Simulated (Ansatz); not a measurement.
LiH (model structure, started from the CsCl type, Pm-3m, No. 221, 2 atoms in the cell), treated with r²SCAN+rVV10 (PAW; Ansatz, a program for electronic structure).

Numerical settings: plane-wave cutoff 560 eV, 14×14×14 k mesh, Fermi–Dirac smearing 0.01 eV, scalar-relativistic PAW data made under PBE.

Cell (relaxed at this level):

```xyz
2
Lattice="2.4970 0.0000 0.0000 0.0000 2.4970 0.0000 0.0000 0.0000 2.4970" Properties=species:S:1:pos:R:3 pbc="T T T"
Li     0.0000     0.0000     0.0000
H      1.2485     1.2485     1.2485
```

Q: Predict the band gap and Γ–Γ gap.

A: 
- band gap: 1.08 eV (on the SCF k mesh)
- Γ–Γ gap: 22.19 eV

Note: the relaxation could raise the start's symmetry but not lower it, so the cell can be a saddle point.

Computed values are for the static lattice.

A model structure was made by putting elements into a prototype or built by hand; it is no filed structure, need not be a known phase, and can be a saddle point held by its symmetry.
